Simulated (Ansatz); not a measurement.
## One base run on V2CuO6 (P-1, 9 atoms in the cell) and variants with one or two settings moved

```
V2CuO6
1.0
    3.54596     0.00000     0.00000
    1.60550     4.58286     0.00000
    0.34597     2.30668     6.03356
V Cu O
2 1 6
Cartesian
  1.66420   3.18605   0.92531
  3.83322   3.70349   5.10825
  0.17298   1.15334   3.01678
  1.67285   4.83975   1.33867
  3.82457   2.04980   4.69489
  1.63438   2.32674   2.35786
  3.86304   4.56280   3.67571
  2.05218   3.91940   5.62002
  3.44524   2.97014   0.41354
```
Moments meant for the start (each program seeds them in its own way; μB, in the order of the atoms V V Cu O O O O O O): 0.0 0.0 1.0 0.0 0.0 0.0 0.0 0.0 0.0.

Base run A: PBEsol, default PAW files made with PBE (Ansatz, an electronic-structure program), self-consistent single point.

Its settings: basis.ecutwfc = 420 eV; kpoints.mp_grid.grid = 5 4 3; kpoints.mp_grid.shift = 0.5 0.5 0.5; hamiltonian.xc = pbesol; hamiltonian.pseudopotentials = {kind: paw} (the program's default PAW files); magnetization.spin_polarized = true; scf.occupations.method = gaussian; scf.occupations.width = 0.2 eV.

The starting cell comes from a database of computed structures (which also holds hypothetical and non-ambient phases and stackings), without a prior relaxation at this level. With one magnetic atom in the cell only a parallel order is possible. Ansatz's pressure includes its estimate of the finite-basis (Pulay) stress.

ΔF is the free energy per atom less that of run A. A dash stands where there is no value to compare (another energy zero or no entropy term, no result, no spin, no clean gap, or a mesh too coarse for one). Total energies depend on the potentials, the functional and any Hubbard or dispersion term, so they are compared only between runs that share all of them.

Runs:
- B: scf.occupations.method: gaussian → methfessel_paxton; scf.occupations.width: 0.2 eV → 0.3 eV
- C: scf.convergence.dr2_threshold: default (1e-07 eV) → 0.1 eV
- D: 1 x 2 x 1 supercell, mesh divided to match; kpoints.mp_grid.grid: 5 4 3 → 5 2 3
- E: hamiltonian.dispersion: default → d4 [PBEsol-D4]
- F: scf.mixing.algorithm: default (the program chose MSR1) → msr1; scf.mixing.ndim: default → 4
- G: scf.mixing.preconditioner: default (the program chose Kerker) → kerker; scf.mixing.q_tf: default → 1.5

| run | ΔF (meV/atom) | pressure (GPa) | largest force (eV/Å) | size of the net moment (μB/atom) | k-points | valence electrons |
|---|---|---|---|---|---|---|
| A | 0.00 | -2.79 | 0.311 | 0.10 | 30 | 81 |
| B | 1.37 | -2.80 | 0.323 | 0.11 | 30 | 81 |
| C | 1.03 | -2.94 | 0.351 | 0.10 | 30 | 81 |
| D | 0.00 | -2.79 | 0.311 | 0.10 | 15 | 162 |
| E | – | -4.57 | 0.348 | 0.10 | 30 | 81 |
| F | 0.00 | -2.79 | 0.311 | 0.10 | 30 | 81 |
| G | 0.00 | -2.78 | 0.311 | 0.10 | 30 | 81 |

Run B against A: The free energy rises by 1.4 meV/atom, the pressure hardly changes (-2.79 to -2.80 GPa), the largest force goes from 0.311 to 0.323 eV/Å and the size of the net moment moves little (0.10 to 0.11 μB/atom).

Run E against A: The pressure goes from -2.79 to -4.57 GPa, the largest force goes from 0.311 to 0.348 eV/Å and the size of the net moment stays at 0.10 μB/atom.

Run C against A: The free energy goes up by 1.0 meV/atom, the pressure goes from -2.79 to -2.94 GPa, the largest force goes from 0.311 to 0.351 eV/Å and the size of the net moment stays at 0.10 μB/atom.

Keys are those of Ansatz 0.2.
